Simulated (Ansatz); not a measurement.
Starting structure for a constructed model of the (111) surface of fcc Ag, (√3x√3)R30° layer of Bi, one a cell, on the site that continues the host's stacking (bottom of the slab: a bare face, its two planes held).

```xyz
19
Lattice="4.4001 2.5404 0.0000 -4.4001 2.5404 0.0000 0.0000 0.0000 31.0000" Properties=species:S:1:pos:R:3 pbc="T T T"
Ag    -2.9334     1.6936     8.2440
Ag     0.0000     1.6936     8.2440
Ag     2.9334     1.6936     8.2440
Ag    -1.4667     0.8468    10.6391
Ag     1.4667     0.8468    10.6391
Ag     0.0000     3.3872    10.6391
Ag     0.0000     0.0000    13.0342
Ag    -1.4667     2.5404    13.0342
Ag     1.4667     2.5404    13.0342
Ag    -2.9334     1.6936    15.4293
Ag     0.0000     1.6936    15.4293
Ag     2.9334     1.6936    15.4293
Ag    -1.4667     0.8468    17.8244
Ag     1.4667     0.8468    17.8244
Ag     0.0000     3.3872    17.8244
Ag     0.0000     0.0000    20.2195
Ag    -1.4667     2.5404    20.2195
Ag     1.4667     2.5404    20.2195
Bi    -2.9334     1.6936    22.7560
```

The numbers are results of PBE (plane waves to 420 eV, PAW; Ansatz, a first-principles code), not measurements.

Model: 19-atom slab, 14.5 Å thick at the start with caps and adatoms, 9x9x1 mesh, Fermi-Dirac 0.1 eV, dipole correction, 6 atoms held, the rest relaxed; held to the start's symmetry, so lower structures may exist; no spin, no spin-orbit, no U. Held atoms (counted from 1): 1, 2, 3, 4, 5, 6.

### Question
Which atoms move most when this structure relaxes, how far, and what energy is gained?

### Answer
the energy falls by 0.24 eV. It is one candidate, not shown to be the stable structure of the face. Moves over a fifth of the largest (Å, atoms counted from 1):

| atom | Δx | Δy | Δz |
|---|---|---|---|
| Bi19 | 0.00 | 0.00 | -0.35 |
| Ag16 | -0.06 | 0.04 | -0.01 |
| Ag17 | 0.06 | 0.04 | -0.01 |
| Ag18 | 0.00 | -0.07 | -0.01 |

Path of the relaxation:

| step | E − E_final (eV) | largest force component (eV/Å) |
|---|---|---|
| 1 | 0.236 | 1.221 |
| 2 | 0.034 | 0.517 |
| 3 | 0.004 | 0.215 |
| 4 | 0.001 | 0.071 |
| 5 | 0.000 | 0.003 |
| 6 | 0.000 | 0.003 |
